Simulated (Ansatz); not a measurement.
LiF (P6₃mc, No. 186, 4 atoms in the cell; start mp-1185301; a measured phase of this formula has another space group) was calculated with PBE0 (plane waves, PAW; Ansatz, an electronic-structure program).

Run with plane-wave cutoff 460 eV, 9×9×6 k mesh (along the axes of the cell as run), Fermi–Dirac smearing 0.01 eV, scalar-relativistic PAW data made under PBE.

Cell (relaxed with PBEsol):

Space group P6₃mc (No. 186); a = 3.0962 Å, b = 3.0962 Å, c = 4.8121 Å, α = 90.00°, β = 90.00°, γ = 120.00°

```tsv
atom	site	symmetry	x	y	z
Li	2b	3m.	0.3333	0.6667	0.3823
F	2b	3m.	0.6667	0.3333	0.4927
```

Task: What does this level give for the band gap?

Result: 
* **band gap**: 10.71 eV (on the SCF k mesh)

The computed numbers hold no vibrational or temperature effects.

The result took roughly 120 core-seconds.

A start named mp-… is a Materials Project structure, which need not be a measured phase.
